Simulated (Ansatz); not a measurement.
Consider a periodic stack without vacuum, fluorite-type NiSi2 (0 0 1) on Si0.875Ge0.125, ordered (0 0 1), P on 1 of 2 substrate sites at each interface (film strained to the substrate, faces as cut): substrate slab Ge2Si14P2, film Ni8Si16, surface cells [[0, 1], [-1, 0]] and [[0, -1], [2, 1]], film strained by +1.0 and +1.0 %, faces Si/Si and Si/Ni as cut (like faces can put a slab off its formula). Its start:

```
CELL_PARAMETERS angstrom
      5.50034     0.00000    -0.07924
      0.00000     5.50034     0.04410
      1.92563    -2.54872    23.73061
ATOMIC_POSITIONS crystal
  Ge 0.94489 0.12133 0.14427
  Si 0.42666 0.63872 0.14607
  Si 0.16946 0.90362 0.20618
  Si 0.66535 0.40691 0.20343
  P  0.56182 0.19506 0.04320
  Si 0.89030 0.51369 0.03177
  Si 0.69458 0.85583 0.08698
  Si 0.20259 0.36771 0.08694
  Ge 0.86951 0.22885 0.37866
  Si 0.36993 0.72927 0.37776
  Si 0.11131 0.00492 0.43682
  Si 0.59723 0.50938 0.43652
  Si 0.40378 0.18094 0.26212
  Si 0.89986 0.67677 0.26206
  Si 0.63379 0.95092 0.31940
  Si 0.13845 0.45658 0.31950
  P  0.30130 0.31934 0.48836
  Si 0.80133 0.81930 0.49149
  Ni 0.07900 0.60605 0.73974
  Ni 0.59792 0.08428 0.73783
  Ni 0.60648 0.52966 0.62940
  Ni 0.12258 0.04953 0.62940
  Ni 0.03833 0.66367 0.95581
  Ni 0.54918 0.16290 0.95436
  Ni 0.56266 0.62448 0.84543
  Ni 0.07530 0.13918 0.84563
  Si 0.35903 0.81374 0.68514
  Si 0.86004 0.31692 0.68514
  Si 0.85259 0.81343 0.68372
  Si 0.35300 0.31185 0.68670
  Si 0.95319 0.69312 0.57296
  Si 0.45839 0.18608 0.56730
  Si 0.38566 0.75870 0.57923
  Si 0.88960 0.26139 0.57814
  Si 0.29700 0.90308 0.90717
  Si 0.79943 0.40409 0.90479
  Si 0.81344 0.89586 0.90537
  Si 0.31024 0.40220 0.90800
  Si 0.82307 0.86886 0.79826
  Si 0.32628 0.36568 0.79239
  Si 0.33121 0.86045 0.79666
  Si 0.83044 0.35821 0.79506
```

The start was prepared with a machine-learned potential, and the result is one local minimum, with the in-plane cell held and forces under 0.04 eV/Å; the film can end far from its bulk form.

Computed with PBE (plane waves to 420 eV, PAW; Ansatz, a first-principles code). Scalar-relativistic, without spin–orbit coupling; the runs are not spin-polarised; PBE gaps are too small against experiment. Its k-point mesh 5×5×1, Fermi–Dirac width 0.05 eV.

Q: Predict the relaxed interface.

A: 
```
Quantity                                                                                   Result
--------------------------------------------------------------------------------  ---------------
interface area                                                                            30.3 Å²
period                                                                                    24.44 Å
gaps between the outermost planes at the two interfaces                           1.13 and 2.05 Å
Si–Si contacts across the interfaces within 1.22 times the sum of covalent radii   2, mean 2.36 Å
Ni–P contacts across the interfaces within 1.22 times the sum of covalent radii    1, mean 2.24 Å
Ni–Si contacts across the interfaces within 1.22 times the sum of covalent radii   1, mean 2.27 Å
P–Si contacts across the interfaces within 1.22 times the sum of covalent radii    1, mean 2.26 Å
```
